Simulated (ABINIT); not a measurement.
ABINIT run on SiMo₃ (Pm-3n, 8 atoms in the cell): self-consistent single point.

Method of the run: LDA (PW92), norm-conserving pseudopotentials (PseudoDojo nc-sr-04 LDA standard) (plane waves; ABINIT).

```
CELL_PARAMETERS angstrom
      4.88970     0.00000     0.00000
      0.00000     4.88970     0.00000
      0.00000     0.00000     4.88970
ATOMIC_POSITIONS crystal
  Si 0.50000 0.50000 0.50000
  Si 0.00000 0.00000 0.00000
  Mo 0.00000 0.50000 0.25000
  Mo 0.00000 0.50000 0.75000
  Mo 0.25000 0.00000 0.50000
  Mo 0.75000 0.00000 0.50000
  Mo 0.50000 0.25000 0.00000
  Mo 0.50000 0.75000 0.00000
```

Reference input (self-consistent single point, DFT, PBE, plane waves, norm-conserving pseudopotentials (PseudoDojo nc-sr-05 PBE standard)): pseudos = [Si.upf, Mo.upf]; ecut = 40 Ha; occopt = 3; tsmear = 0.136 eV; ngkpt = 5 5 5; nshiftk = 1; shiftk = 0 0 0; potentials = PseudoDojo nc-sr-05 PBE standard; nband = 58; kptopt = 1; nstep = 60; tolvrs = 1e-10. This run's input differs from it in these lines:

```diff
@@ -1,2 +1,2 @@
-# SiMo3, PseudoDojo nc-sr-05 PBE standard
+# SiMo3, PseudoDojo nc-sr-04 LDA standard
 pp_dirpath "./"
```

Its files differ too (potentials: PseudoDojo nc-sr-05 PBE standard → PseudoDojo nc-sr-04 LDA standard).

Output, abridged:

```
--- !BeginCycle
solver: {iscf: 7, nstep: 60, nline: 4, wfoptalg: 0, }
tolerances: {tolvrs: 1.00E-10, }
...

     iter   Etot(hartree)      deltaE(h)  residm     vres2
 ETOT  1  -430.26470616829    -4.303E+02 1.082E-01 1.123E+03
 ETOT  2  -430.70229885297    -4.376E-01 3.845E-02 8.595E+02
 ETOT  3  -430.85536565609    -1.531E-01 7.653E-03 6.154E+00
 ETOT  4  -430.85715436705    -1.789E-03 4.435E-03 4.149E-01
 ETOT  5  -430.85730302498    -1.487E-04 3.223E-03 4.857E-03
   [... 8 lines left out ...]
 ETOT 14  -430.85731899327    -2.901E-10 4.027E-03 1.761E-10
 ETOT 15  -430.85731899343    -1.596E-10 7.189E-04 1.241E-09
 ETOT 16  -430.85731899353    -1.046E-10 1.252E-03 1.891E-10
 ETOT 17  -430.85731899360    -6.321E-11 7.001E-04 1.466E-11
 At SCF step   17       vres2   =  1.47E-11 < tolvrs=  1.00E-10 =>converged.

 Cartesian components of stress tensor (hartree/bohr^3)
  sigma(1 1)=  3.06840646E-04  sigma(3 2)=  0.00000000E+00
  sigma(2 2)=  3.06840646E-04  sigma(3 1)=  0.00000000E+00
  sigma(3 3)=  3.06840646E-04  sigma(2 1)=  0.00000000E+00

 ----iterations are completed or convergence reached----

 reduced coordinates (array xred) for    8 atoms
       0.500000000000      0.500000000000      0.500000000000
       0.000000000000      0.000000000000      0.000000000000
       0.000000000000      0.500000000000      0.250000000000
       0.000000000000      0.500000000000      0.750000000000
       0.250000000000      0.000000000000      0.500000000000
       0.750000000000      0.000000000000      0.500000000000
   [... lines left out ...]
 Fermi (or HOMO) energy (hartree) =   0.58563   Average Vxc (hartree)=  -0.49309
 Fermi (or HOMO) energy (eV) =  15.93570   Average Vxc (eV)= -13.41778
   [... lines left out ...]
total_energy        : -4.30857318993595E+02
total_energy_eV     : -1.17242238960252E+04
band_energy         : -2.53714314587851E+01
...

-Cartesian components of stress tensor (GPa)         [Pressure= -9.0276E+00 GPa]
- sigma(1 1)=  9.02756195E+00  sigma(3 2)=  0.00000000E+00
- sigma(2 2)=  9.02756195E+00  sigma(3 1)=  0.00000000E+00
- sigma(3 3)=  9.02756195E+00  sigma(2 1)=  0.00000000E+00

 Calculation completed.
```

The run converged in 17 iterations. Against the reference run the pressure goes from 2.45 to -9.03 GPa.

The starting cell comes from a database of computed structures (which also holds hypothetical and non-ambient phases and stackings), without a prior relaxation at this level. Spin polarisation is off. With a pressure of about -9 GPa the cell is away from its equilibrium volume at this level.

Cost on one core of a shared machine: roughly 4 min.
